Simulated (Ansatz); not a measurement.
Ansatz (a quantum-chemistry and plane-wave program) run on CdPt (P4mm, 2 atoms in the cell): self-consistent single point.

Method of the run: PBEsol, default PAW files made with PBE (plane waves; Ansatz).

The change in words: lattice scaled by 0.98; kpoints.mp_grid.grid: 11 11 9 → 7 7 6. Reference geometry:
```
CELL_PARAMETERS angstrom
      2.97650     0.00000     0.00000
      0.00000     2.97650     0.00000
      0.00000     0.00000     3.83451
ATOMIC_POSITIONS crystal
  Cd 0.00000 0.00000 0.01304
  Pt 0.50000 0.50000 0.50000
```

Reference input (self-consistent single point, DFT, PBEsol, plane waves, default PAW files made with PBE): basis.ecutwfc = 420 eV; kpoints.mp_grid.grid = 11 11 9; hamiltonian.xc = pbesol; hamiltonian.pseudopotentials = {kind: paw} (the program's default PAW files); scf.occupations.method = fermi_dirac; scf.occupations.width = 0.1 eV. This run's input differs from it in these lines:

Ansatz 0.2 input:
```diff
@@ -3,5 +3,5 @@
   lattice:
-    - [2.976504, 0.000000, 0.000000]
-    - [0.000000, 2.976504, 0.000000]
-    - [0.000000, 0.000000, 3.834512]
+    - [2.916974, 0.000000, 0.000000]
+    - [0.000000, 2.916974, 0.000000]
+    - [0.000000, 0.000000, 3.757822]
   atoms:
@@ -12,3 +12,3 @@
 kpoints:
-  mp_grid: { grid: [11, 11, 9] }
+  mp_grid: { grid: [7, 7, 6] }
 hamiltonian:
```

Output, abridged:

```
SCF iter   1: F=—  HF=-20568.513402 eV  |F-HF|=—  |Δ(HF+E_count)|=         —  Δρ=9.40e-3  dr2=3.55e-2  ethr=1.77e-3  ⟨swp⟩=5.0  Hψ=3510  notcnv=0
all-band conjugate gradients solve this SCF's bands
preconditioner: auto → Kerker (q_TF=auto, 2.808 Å⁻¹)
SCF iter   2: F=—  HF=-20568.506307 eV  |F-HF|=—  |Δ(HF+E_count)|=   7.10e-3  Δρ=3.28e-3  dr2=4.58e-3  ethr=9.35e-5  ⟨swp⟩=1.2  Hψ=1262  notcnv=0
SCF iter   3: F=—  HF=-20568.505298 eV  |F-HF|=—  |Δ(HF+E_count)|=   1.01e-3  Δρ=1.09e-3  dr2=4.86e-4  ethr=1.20e-5  ⟨swp⟩=2.5  Hψ=1251  notcnv=0
SCF iter   4: F=—  HF=-20568.505167 eV  |F-HF|=—  |Δ(HF+E_count)|=   1.30e-4  Δρ=2.23e-4  dr2=3.17e-5  ethr=1.28e-6  ⟨swp⟩=2.5  Hψ=1423  notcnv=0
SCF iter   5: F=—  HF=-20568.505130 eV  |F-HF|=—  |Δ(HF+E_count)|=   3.68e-5  Δρ=8.28e-5  dr2=3.30e-6  ethr=8.33e-8  ⟨swp⟩=2.5  Hψ=1520  notcnv=0
SCF iter   6: F=—  HF=-20568.505129 eV  |F-HF|=—  |Δ(HF+E_count)|=   9.70e-7  Δρ=2.84e-5  dr2=2.65e-7  ethr=8.68e-9  ⟨swp⟩=2.0  Hψ=1336  notcnv=0
SCF iter   7: F=-20568.505129 eV  HF=-20568.505129 eV  |F-HF|=5.50e-9  |Δ(HF+E_count)|=   5.49e-8  Δρ=6.75e-6  dr2=1.52e-8  ethr=2.63e-10  ⟨swp⟩=5.0  Hψ=3524  notcnv=0
SCF 1 converged in 7 iterations: F = -20568.505129 eV  dr2 = 1.52e-8
Free energy (F): -20568.505129 eV
Internal energy: -20568.488078 eV  (E = F + TS)
E sigma→0 (E₀):  -20568.496604 eV
Entropy (-TS):   -0.017051 eV (-8.526 meV/atom)
Fermi energy:    20.831056 eV
--- Forces (eV/Å), atoms counted from 1 ---
  atom   1  Cd    -0.00000000     0.00000000    -0.48577931
  atom   2  Pt     0.00000000     0.00000000     0.48577716
--- Stress (GPa, compression-positive) ---
        7.903381       0.000000       0.000000
        0.000000       7.903381       0.000000
        0.000000       0.000000       7.857180
  P = ⅓ Tr σ = 7.8880 GPa (78.880 kbar)
  The stress holds the Pulay correction. Without it, at fixed plane waves, as pw.x and ABINIT print it: P = 7.8268 GPa
```

The run converged in 7 iterations. Against the reference run the free energy goes up by 15.7 meV/atom, the pressure goes from -3.10 to 7.89 GPa and the largest force goes from 0.365 to 0.486 eV/Å.

The starting cell comes from a database of computed structures (which also holds hypothetical and non-ambient phases and stackings), without a prior relaxation at this level. Its lattice was rescaled by up to half a per cent. One atom was moved a little off its site on purpose. For this run, on top of that: lattice scaled by 0.98. Spin polarisation is off. With a pressure of about 8 GPa the cell is away from its equilibrium volume at this level. Ansatz's pressure includes its estimate of the finite-basis (Pulay) stress.
